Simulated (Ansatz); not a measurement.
Take GaN in the CsCl type structure (space group Pm-3m, No. 221; a = 2.703 Å; a hypothetical phase, not in the database extracts checked; relaxed with 0.1 eV smearing) as the base. Axes: x, y, z lie along the cube axes.

The change: uniaxial strain ε_zz = +2.71 %, all other strain components held at zero, atoms relaxed at fixed cell.

Levels (all Ansatz, an electronic-structure program, PAW): PBEsol (420 eV, spin-orbit coupling left out); r2SCAN (500 eV, without spin-orbit coupling).

The geometry is relaxed with PBEsol.

- PBEsol pressure: -4.1 GPa

With r2SCAN at the same geometry, the pressure drops by 0.7 GPa, from -4.1 GPa to -4.8 GPa.

Single points use the geometry relaxed with PBEsol. Their cutoffs differ, which shifts pressures a little. Stability against distortions was not tested. The final runs are not spin-polarised.
